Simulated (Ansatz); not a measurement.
# AlBiN2 (model structure, started from the ScAlN2 type, P3m1, No. 156, 4 atoms in the cell)

Computed with PBE (Ansatz, a program for electronic structure, plane waves, PAW).

Numerical settings: plane-wave cutoff 520 eV, 18×18×12 k mesh (along the axes of the cell as run), Fermi–Dirac smearing 0.05 eV, scalar-relativistic PAW data made under PBE.

Cell (relaxed at this level):

```xyz
4
Lattice="3.3076 0.0000 0.0000 -1.6538 2.8645 0.0000 0.0000 0.0000 6.6581" Properties=species:S:1:pos:R:3 pbc="T T T"
Bi     0.0000     1.9097    -0.0727
N      0.0000     1.9097     3.0624
Al     1.6538     0.9548     3.3949
N      1.6538     0.9548     5.4001
```

```
Property         Result
--------  -------------
band gap  zero (no gap)
```

Note: the relaxation could raise the start's symmetry but not lower it, so the cell can be a saddle point; the cell has widely spaced layers and the level no dispersion term, so their spacing and the moduli can rest on weak binding.

Spin–orbit coupling is not included; it can open a gap where bands touch, and shift volumes and moduli.

Static lattice: no zero-point or thermal effects.

A model structure was made by putting elements into a prototype or built by hand; it is no filed structure, need not be a known phase, and can be a saddle point held by its symmetry.
